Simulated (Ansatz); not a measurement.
Consider a periodic stack without vacuum, tetragonal MoSi2 (1 1 0) on zinc-blende CdTe (1 1 1) (film strained to the substrate, started from cuts of the bulks and a machine-learned relaxation; slabs Cd4Te4 and Mo4Si8, which can lie off the formulas): substrate slab Cd4Te4, film Mo4Si8, surface cells [[0, 1], [-1, 0]] and [[-1, -1], [1, 0]], film strained by +2.9 and +3.0 %, outermost planes Cd/Te and MoSi/MoSi as cut, which need not be the usual terminations and can put a slab off its formula. Its start:

```xyz
20
Lattice="4.6810 0.0000 -0.0757 -2.3405 4.0539 -0.0352 -0.0072 -1.7943 24.5351" Properties=species:S:1:pos:R:3 pbc="T T T"
Cd     0.5156     1.8979     0.8980
Cd     2.8648     0.8943     5.0634
Cd     0.5306    -0.4661     8.9865
Cd     1.1127     2.8402    12.7596
Te     2.8824     0.8892     2.1967
Te    -1.8023     3.6125     6.0833
Te     0.5599     2.2685     9.9472
Te     3.4783     1.5061    13.6837
Mo    -0.8319     1.6568    16.5703
Mo     2.8842    -0.0491    18.6855
Mo    -0.5488     1.9577    20.9079
Mo     2.9983     0.0252    22.9956
Si     3.8178    -1.0942    16.5560
Si     1.4720     0.2465    16.5561
Si     0.6031     1.3487    18.6484
Si     0.5694    -1.3870    18.7316
Si     4.1148    -0.7179    20.8654
Si     1.7014     0.5574    20.9112
Si     0.6806     1.4505    23.1248
Si     0.6280    -1.3760    23.1239
```

The start was prepared with a machine-learned potential, and the result is one local minimum, with the in-plane cell held and forces under 0.04 eV/Å; the film can end far from its bulk form.

These are PBE (plane waves to 420 eV, PAW; Ansatz, a program for electronic structure) values and carry that method's errors. No spin–orbit coupling; the runs are not spin-polarised. Its k-point mesh 8×8×1, Fermi–Dirac width 0.05 eV.

**Question.** Predict the relaxed interface.

**Answer.** The interface area comes out as 19.0 Å² and the period is 24.35 Å. The heights between the nearest atoms of the two slabs at the two interfaces is 2.79 and 2.38 Å, the Cd–Mo contacts across the interfaces within 1.22 times the sum of covalent radii comes out as 2, mean 3.35 Å and the Cd–Si contacts across the interfaces within 1.22 times the sum of covalent radii is 2, mean 2.76 Å. The Mo–Te contacts across the interfaces within 1.22 times the sum of covalent radii is 2, mean 3.18 Å and the estimate of the barrier is withheld, since the two interfaces are unlike. The slope of the mean potential energy in the substrate is +2.1 MV/cm × e.
